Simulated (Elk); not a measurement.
Band structure of CaCu4As2 (R-3m, 7 atoms in the cell).

```yaml
crystal:
  lattice:
    - [2.00849, 1.15960, 7.36538]
    - [-2.00849, 1.15960, 7.36538]
    - [0.00000, -2.31921, 7.36538]
  atoms:
    - { symbol: Ca, position: [0.00000, 0.00000, 0.00000] }
    - { symbol: Cu, position: [0.14454, 0.14454, 0.14454] }
    - { symbol: Cu, position: [0.85546, 0.85546, 0.85546] }
    - { symbol: Cu, position: [0.56134, 0.56134, 0.56134] }
    - { symbol: Cu, position: [0.43866, 0.43866, 0.43866] }
    - { symbol: As, position: [0.25217, 0.25217, 0.25217] }
    - { symbol: As, position: [0.74783, 0.74783, 0.74783] }
```

Level of theory: PBEsol, all-electron FP-LAPW, Elk's shipped species files, default APW+lo basis (Elk).

Settings: xctype = 22; rgkmax = 7; stype = 0; swidth = 0.00999582 Ha; ngridk = 5 5 5; rmtscf = 0.88.

The starting cell comes from a database of computed structures (which also holds hypothetical and non-ambient phases and stackings), without a prior relaxation at this level. Its lattice was rescaled by a random factor within 2.5 % of one. Spin polarisation is off. Values depend on the basis (sphere radii, cutoffs, local orbitals), which need not be converged. The run gives no clean gap (levels at the Fermi energy touch, overlap or are partly filled at this smearing), which alone does not show that the compound is a metal.

Levels in eV from the Fermi level, bands 51 to 58:
```json
[
 {"point": "B", "51": "-2.29", "52": "-2.10", "53": "-1.50", "54": "-1.50", "55": "-0.34", "56": "2.49", "57": "3.38", "58": "4.18"},
 {"point": "Z", "51": "-0.08", "52": "-0.08", "53": "0.59", "54": "0.59", "55": "1.15", "56": "1.29", "57": "2.84", "58": "2.84"},
 {"point": "Γ", "51": "-0.15", "52": "-0.15", "53": "0.58", "54": "0.68", "55": "0.68", "56": "1.44", "57": "1.52", "58": "2.80"},
 {"point": "X", "51": "-2.34", "52": "-2.11", "53": "-1.58", "54": "-1.45", "55": "-0.28", "56": "2.74", "57": "3.08", "58": "4.44"}
]
```

Bands cross the Fermi level along this path, so the cell is metallic at this level.
